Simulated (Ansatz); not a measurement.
## ZnSe: pressure 30 GPa

Take ZnSe in the zinc blende structure (space group F-43m, No. 216; a = 5.7330 Å) as the base.

Now apply this change: a hydrostatic pressure of 30 GPa.

Computed with PBE (Ansatz, a quantum-chemistry and plane-wave program), no spin-orbit coupling. Settings: 10×10×10 k-points, 0.05 eV Fermi–Dirac smearing.

The volume per atom decreases by 5.76 Å³, from 23.55 Å³ to 17.79 Å³ and the density rises by 1.65 g/cm³ to 6.74 g/cm³. The shortest interatomic distance decreases by 0.2216 Å (2.482 Å → 2.261 Å) and the enthalpy H = E + PV relative to the base's energy comes out as +3.75 eV/atom. The band gap increases by 1.16 eV (1.15 eV → 2.31 eV) and the gap character becomes indirect, Γ → X (base: direct at Γ). The smallest direct gap goes up by 1.203 eV (1.15 eV → 2.36 eV) and the width of the top valence band increases by 1.402 eV (2.50 eV → 3.91 eV). The electron mass becomes 1.1 mₑ along k, 0.27 mₑ across (at X) (base: 0.090 mₑ (at Γ)) and the hole mass (degenerate bands, along [100]) becomes 0.15, 0.43, 0.43 mₑ (at Γ) (base: 0.094, 0.63, 0.63 mₑ (at Γ)). The valley order (the lowest conduction-band minima on the path, energy above the VBM, named in the base's zone) goes from Γ 1.15 eV; L along ⟨111⟩ 2.49 eV; X along ⟨100⟩ 3.07 eV to X along ⟨100⟩ 2.31 eV; Γ 2.36 eV; L along ⟨111⟩ 2.95 eV.

Final structure:

```xyz
2
Lattice="0.0000 2.6106 2.6106 2.6106 0.0000 2.6106 2.6106 2.6106 0.0000" Properties=species:S:1:pos:R:3 pbc="T T T"
Zn     0.0000     0.0000     0.0000
Se     1.3053     1.3053     1.3053
```

Load acts through the strain it causes; cell and atoms are relaxed under it. Effective masses come from finite differences of ±0.01 Å⁻¹. Along k means along the line from Γ to the band edge. Stability against distortions was not tested. Measured, ZnSe leaves this structure (for rock salt) near 13 GPa (temperature not stated; as listed in M. Köfferlein et al., Hyperfine Interactions (1994)).
